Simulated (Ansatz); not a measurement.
TiC: uniaxial strain ε_yy = −3.76 %

Start from TiC in the rock salt structure (space group Fm-3m, No. 225; a = 4.329 Å; relaxed with 0.1 eV smearing). Axes: x, y, z lie along the cube axes.

It is then changed as follows: uniaxial strain ε_yy = −3.76 %, all other strain components held at zero, atoms relaxed at fixed cell.

Calculations: r2SCAN (Ansatz, a quantum-chemistry and plane-wave program), no spin-orbit coupling, earlier PAW set. Γ-centred 23×23×23 mesh, Fermi–Dirac width 0.1 eV.

| quantity | base | changed | shift |
|---|---|---|---|
| volume per atom | 10.14 Å³ | 9.76 Å³ | -0.38 Å³ |
| space group | Fm-3m (No. 225) | I4/mmm (No. 139) | – |
| shortest interatomic distance | 2.164 Å | 2.083 Å | -0.081 Å |
| energy relative to the base (free energy F) | 0 meV/atom | +27 meV/atom | +27 meV/atom |
| pressure (mean of the normal stresses, compression positive) | 0.0 GPa | 11.6 GPa | +11.6 GPa |
| band gap | zero | zero | – |
| stress (xx, yy, zz, yz, xz, xy; compression positive) | – | (5.2, 24.5, 5.2, 0.0, 0.0, 0.0) GPa | – |

Final structure:

```
TiC
1.0
    0.00000     2.08288     2.16425
    2.16425     0.00000     2.16425
    2.16425     2.08288     0.00000
C Ti
1 1
Direct
  0.00000   0.00000   0.00000
  0.50000   0.50000   0.50000
```

No phonon test of stability was made. The final runs are not spin-polarised.
